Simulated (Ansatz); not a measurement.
Consider BP in the zinc blende structure (space group F-43m, No. 216).

```xyz
2
Lattice="0.0000 2.2453 2.2453 2.2453 0.0000 2.2453 2.2453 2.2453 0.0000" Properties=species:S:1:pos:R:3 pbc="T T T"
B      0.0000     0.0000     0.0000
P      1.1226     1.1226     1.1226
```

Cartesian axes are those of the cell as printed.

Computed with Ansatz (a program for electronic structure) LDA, without spin-orbit coupling.

Base values:

| Property | Result |
|---|---|
| Shortest interatomic distance | 1.944 Å |
| Valence-band top at Γ | 0.00, 0.00, 0.00 eV |
| Band gap | 1.14 eV |

Modification: tensor shear ε_xy = +1.14 % (engineering shear γ = 0.0228), atoms relaxed at fixed cell.

**Question.** How does this affect the shortest interatomic distance, valence-band top at Γ, band gap and stress?

**Answer.** The shortest interatomic distance shrinks by 0.009 Å, from 1.944 Å to 1.935 Å; the valence-band top at Γ (three highest levels, from the VBM) goes from 0.00, 0.00, 0.00 eV to 0.00, -0.12, -0.21 eV; the band gap decreases by 0.17 eV to 0.97 eV; the stress (xx, yy, zz, yz, xz, xy; compression positive) amounts to (0.09, 0.09, -0.02, 0.00, 0.00, -4.43) GPa.

The cells carry an imposed strain or load. Semilocal Kohn–Sham gaps tend to fall short of experiment. No phonon test of stability was made.
